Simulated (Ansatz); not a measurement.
Ansatz (a quantum-chemistry and plane-wave program) run on a (001) slab of Sb (cut from a parent of space group no. 221; 4 atoms in the cell): self-consistent single point.

Level of theory: PBEsol, default PAW files made with PBE (plane waves; Ansatz).

```yaml
crystal:
  lattice:
    - [3.07409, 0.00000, 0.00000]
    - [0.00000, 3.07409, 0.00000]
    - [0.00000, 0.00000, 23.22219]
  atoms:
    - { symbol: Sb, position: [0.00000, 0.00000, 0.30144] }
    - { symbol: Sb, position: [0.00000, 0.00000, 0.43381] }
    - { symbol: Sb, position: [0.00000, 0.00000, 0.56619] }
    - { symbol: Sb, position: [0.00000, 0.00000, 0.69856] }
```

Reference input (self-consistent single point, DFT, PBEsol, plane waves, default PAW files made with PBE): basis.ecutwfc = 420 eV; kpoints.mp_grid.grid = 10 10 1; hamiltonian.xc = pbesol; hamiltonian.pseudopotentials = {kind: paw} (the program's default PAW files); scf.occupations.method = gaussian; scf.occupations.width = 0.1 eV. This run's input differs from it in these lines:

Ansatz 0.2 input:
```diff
@@ -12,3 +12,3 @@
 basis:
-  ecutwfc: 420.0
+  ecutwfc: 250.0
 kpoints:
```

Log, with long lists cut:

```
SCF iter   1: F=—  HF=-25627.448440 eV  |F-HF|=—  |Δ(HF+E_count)|=         —  Δρ=1.35e-2  dr2=3.85e-1  ethr=1.77e-3  ⟨swp⟩=8.0  Hψ=3254  notcnv=0
all-band conjugate gradients solve this SCF's bands
preconditioner: auto → LDOS
SCF iter   2: F=—  HF=-25627.369081 eV  |F-HF|=—  |Δ(HF+E_count)|=   7.94e-2  Δρ=6.92e-3  dr2=8.72e-2  ethr=6.41e-4  ⟨swp⟩=2.5  Hψ=1665  notcnv=0  defer=29
   [... lines left out ...]
SCF iter   4: F=—  HF=-25627.316058 eV  |F-HF|=—  |Δ(HF+E_count)|=   2.00e-4  Δρ=2.54e-4  dr2=3.43e-4  ethr=2.19e-6  ⟨swp⟩=2.6  Hψ=1395  notcnv=0  defer=29
SCF iter   5: F=—  HF=-25627.315967 eV  |F-HF|=—  |Δ(HF+E_count)|=   9.11e-5  Δρ=5.67e-5  dr2=9.93e-6  ethr=5.72e-7  ⟨swp⟩=2.0  Hψ=1340  notcnv=0  defer=29
SCF iter   6: F=—  HF=-25627.315514 eV  |F-HF|=—  |Δ(HF+E_count)|=   4.53e-4  Δρ=1.62e-5  dr2=1.30e-6  ethr=1.65e-8  ⟨swp⟩=2.9  Hψ=1461  notcnv=0  defer=29
SCF iter   7: F=-25627.315514 eV  HF=-25627.315514 eV  |F-HF|=4.80e-10  |Δ(HF+E_count)|=   4.78e-7  Δρ=5.61e-6  dr2=9.21e-8  ethr=1.67e-10  ⟨swp⟩=8.9  Hψ=4025  notcnv=0
SCF 1 converged in 7 iterations: F = -25627.315514 eV  dr2 = 9.21e-8
Free energy (F): -25627.315514 eV
Internal energy: -25627.304667 eV  (E = F + TS)
E sigma→0 (E₀):  -25627.310091 eV
Entropy (-TS):   -0.010847 eV (-2.712 meV/atom)
Fermi energy:    3.317050 eV
--- Forces (eV/Å), atoms counted from 1 ---
  atom   1  Sb     0.00000000     0.00000000     0.36301902
  atom   2  Sb     0.00000000     0.00000000    -0.45799873
  atom   3  Sb     0.00000000     0.00000000     0.45799873
  atom   4  Sb     0.00000000     0.00000000    -0.36301902
--- Stress (GPa, compression-positive) ---
       -0.849158       0.000000       0.000000
        0.000000      -0.849158       0.000000
        0.000000       0.000000      -1.376468
  P = ⅓ Tr σ = -1.0249 GPa (-10.249 kbar)
  The stress holds the Pulay correction. Without it, at fixed plane waves, as pw.x and ABINIT print it: P = -26.3465 GPa
```

The run converged in 7 iterations. Against the reference run the free energy goes up by 1.12 eV/atom and the largest force hardly changes (0.462 to 0.458 eV/Å).

The starting cell comes from a database of computed structures (which also holds hypothetical and non-ambient phases and stackings), without a prior relaxation at this level. The slab is cut from that crystal, and its faces are unrelaxed. Its lattice was rescaled by up to half a per cent. Spin-orbit coupling is off. The cutoff lies below the one recommended for these files.
